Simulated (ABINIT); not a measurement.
Worked example: self-consistent single point of CaC2 (I4/mmm, 3 atoms in the cell) in ABINIT.

Computed with LDA (PW92), PAW (JTH v2.0 LDA PAW) (plane waves; ABINIT).

```
CaC2
1.0
   -1.93430     1.93430     3.20211
    1.93430    -1.93430     3.20211
    1.93430     1.93430    -3.20211
Ca C
1 2
Cartesian
  0.00000   0.00000   0.00000
  0.00000   0.00000   3.82902
  0.00000   0.00000   2.57520
```

Reference input (self-consistent single point, DFT, LDA (PW92), plane waves, PAW (JTH v2.0 LDA PAW)): pseudos = [Ca.LDA_PW-JTH.xml, C.LDA_PW-JTH.xml]; ecut = 21 Ha; pawecutdg = 42 Ha; pawxcdev = 0; ixc = 7; occopt = 1; ngkpt = 12 12 12; nshiftk = 1; shiftk = 0 0 0; potentials = JTH v2.0 LDA PAW; nband = 12; kptopt = 1. This run's input differs from it in these lines:

```diff
@@ -24,3 +24,3 @@
 kptopt 1
-ngkpt 12 12 12
+ngkpt 4 4 4
 nshiftk 1
```

Output (repeated stretches shortened):

```
--- !BeginCycle
solver: {iscf: 17, nstep: 60, nline: 4, wfoptalg: 10, }
tolerances: {toldfe: 1.00E-09, }
...

     iter   Etot(hartree)      deltaE(h)  residm     nres2
 ETOT  1  -48.672456144361    -4.867E+01 7.333E-02 3.032E+01
 ETOT  2  -48.608057897731     6.440E-02 2.669E-02 2.836E+00
 ETOT  3  -48.603683981735     4.374E-03 8.092E-03 1.983E-01
 ETOT  4  -48.603535678325     1.483E-04 2.279E-03 4.886E-03
 ETOT  5  -48.603544343409    -8.665E-06 1.615E-03 4.046E-04
 ETOT  6  -48.603544718359    -3.749E-07 1.113E-03 4.958E-05
 ETOT  7  -48.603544835982    -1.176E-07 4.844E-04 1.101E-06
 ETOT  8  -48.603544835420     5.613E-10 5.794E-04 3.313E-08
 ETOT  9  -48.603544835523    -1.030E-10 5.915E-04 2.972E-09
 At SCF step    9, etot is converged :
  for the second time, diff in etot=  1.030E-10 < toldfe=  1.000E-09

 Cartesian components of stress tensor (hartree/bohr^3)
  sigma(1 1)=  1.39164699E-04  sigma(3 2)=  0.00000000E+00
  sigma(2 2)=  1.39164699E-04  sigma(3 1)=  0.00000000E+00
  sigma(3 3)=  1.68592375E-04  sigma(2 1)=  0.00000000E+00

 ----iterations are completed or convergence reached----

 reduced coordinates (array xred) for    3 atoms
       0.000000000000      0.000000000000      0.000000000000
       0.597890000000      0.597890000000      0.000000000000
       0.402110000000      0.402110000000      0.000000000000
 cartesian forces (eV/Angstrom) at end:
    1     -0.00000000000000     0.00000000000000    -0.00000000000000
    2     -0.00000000000000    -0.00000000000000     0.17034836686170
   [... lines left out ...]
 Fermi (or HOMO) energy (eV) =   2.55496   Average Vxc (eV)=  -9.80751
   [... lines left out ...]
local_psp           : -3.84083269197921E+01
total_energy        : -4.86035497597006E+01
total_energy_eV     : -1.32256984946982E+03
...

-Cartesian components of stress tensor (GPa)         [Pressure= -4.3830E+00 GPa]
- sigma(1 1)=  4.09436612E+00  sigma(3 2)=  0.00000000E+00
- sigma(2 2)=  4.09436612E+00  sigma(3 1)=  0.00000000E+00
- sigma(3 3)=  4.96015808E+00  sigma(2 1)=  0.00000000E+00

 Calculation completed.
```

The run converged in 9 iterations. Against the reference run the free energy hardly moves (within 1 meV/atom), the pressure moves little (-4.39 to -4.38 GPa), the largest force goes from 0.179 to 0.170 eV/Å and the gap on the mesh hardly changes (1.166 to 1.170 eV).

The starting cell comes from a database of computed structures (which also holds hypothetical and non-ambient phases and stackings), without a prior relaxation at this level. With a pressure of about -4 GPa the cell is away from its equilibrium volume at this level.
